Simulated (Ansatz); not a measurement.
## One base run on Li₂FeSiO₅ (P4/nmm, 18 atoms in the cell) and variants with one or two settings moved

```
Li2FeSiO5
1.0
    6.43019     0.00000     0.00000
    0.00000     6.43019     0.00000
    0.00000     0.00000     4.49425
Li Fe Si O
4 2 2 10
Direct
  0.75000   0.25000   0.00000
  0.25000   0.25000   0.00000
  0.25000   0.75000   0.00000
  0.75000   0.75000   0.00000
  0.00000   0.50000   0.60686
  0.50000   0.00000   0.39314
  0.00000   0.00000   0.50000
  0.50000   0.50000   0.50000
  0.79684   0.00000   0.27822
  0.50000   0.29684   0.27822
  0.20316   0.00000   0.27822
  0.50000   0.70316   0.27822
  0.29684   0.50000   0.72178
  0.00000   0.20316   0.72178
  0.70316   0.50000   0.72178
  0.00000   0.79684   0.72178
  0.00000   0.50000   0.21383
  0.50000   0.00000   0.78617
```
Moments meant for the start (each program seeds them in its own way; μB, in the order of the atoms Li Li Li Li Fe Fe Si Si O O O O O O O O O O): 0.0 0.0 0.0 0.0 4.0 4.0 0.0 0.0 0.0 0.0 0.0 0.0 0.0 0.0 0.0 0.0 0.0 0.0.

Base run A: PBEsol+U, default PAW files made with PBE (Ansatz, a quantum-chemistry and plane-wave program), self-consistent single point.

Its settings: basis.ecutwfc = 420 eV; kpoints.mp_grid.grid = 3 3 4; hamiltonian.xc = pbesol; hamiltonian.pseudopotentials = {kind: paw} (the program's default PAW files); hamiltonian.hubbard.sites = [{species: Fe, l: d, u_eff: 5.3}] eV; magnetization.spin_polarized = true; scf.occupations.method = gaussian; scf.occupations.width = 0.136 eV.

The starting cell comes from a database of computed structures (which also holds hypothetical and non-ambient phases and stackings), without a prior relaxation at this level. The magnetic order is the one reached from the typed start; others were not searched systematically. With U or open f shells several self-consistent states can exist. In the base run, with a pressure of about -4 GPa the cell is away from its equilibrium volume at this level. Ansatz's pressure includes its estimate of the finite-basis (Pulay) stress. Without a gap this mesh is coarse (it stands for a supercell whose shortest vector is 18 Å).

ΔF is the free energy per atom less that of run A. A dash stands where there is no value to compare (another energy zero or no entropy term, no result, no spin, no clean gap, or a mesh too coarse for one). 

These are the values that this program gave, and no reference: magnets with a U can end in a higher state.

Run A gave: pressure (GPa) -4.46; largest force (eV/Å) 0.212; size of the net moment (μB/atom) 0.44; Hubbard energy (eV/atom) 0.281; k-points 9.

Runs:
- B: hamiltonian.hubbard.sites: [{species: Fe, l: d, u_eff: 5.3}] eV → [{species: Fe, l: d, u_eff: 6.0}] eV
- C: crystal.symmetry.detect: default → false
- D: scf.occupations.method: gaussian → cold; scf.occupations.width: 0.136 eV → 0.2 eV
- E: kpoints.mp_grid.grid: 3 3 4 → 1 1 2
- F: scf.occupations.width: 0.136 eV → 0.03 eV
- G: scf.occupations.width: 0.136 eV → 0.15 eV
- H: scf.mixing.preconditioner: default (the program chose Kerker) → kerker
- I: scf.mixing.algorithm: default (the program chose MSR1) → broyden; scf.mixing.ndim: default → 2
- J: scf.self_checks: default → high

Problem. What does run D change against A?

Solution. The free energy stays essentially unchanged (within 1 meV/atom), the pressure goes from -4.46 to -4.70 GPa, the largest force goes from 0.212 to 0.323 eV/Å and the size of the net moment stays at 0.44 μB/atom.

Problem. What does run B change against A?

Solution. The pressure goes from -4.46 to -3.95 GPa, the largest force goes from 0.212 to 0.096 eV/Å and the size of the net moment stays at 0.44 μB/atom.

| run | ΔF (meV/atom) | pressure (GPa) | largest force (eV/Å) | size of the net moment (μB/atom) | Hubbard energy (eV/atom) | k-points |
|---|---|---|---|---|---|---|
| A | 0.00 | -4.46 | 0.212 | 0.44 | 0.281 | 9 |
| B | – | -3.95 | 0.096 | 0.44 | 0.302 | 9 |
| C | 0.00 | -4.46 | 0.212 | 0.44 | 0.281 | 19 |
| D | 0.65 | -4.70 | 0.323 | 0.44 | 0.285 | 9 |
| E | 71.4 | -2.33 | 1.059 | 0.50 | 0.259 | 2 |
| F | 1.35 | -4.47 | 0.182 | 0.44 | 0.282 | 9 |
| G | -0.22 | -4.45 | 0.215 | 0.44 | 0.281 | 9 |
| H | 0.00 | -4.46 | 0.212 | 0.44 | 0.281 | 9 |
| I | 0.00 | -4.45 | 0.212 | 0.44 | 0.281 | 9 |
| J | 0.00 | -4.46 | 0.212 | 0.44 | 0.281 | 9 |

Keys are those of Ansatz 0.2.
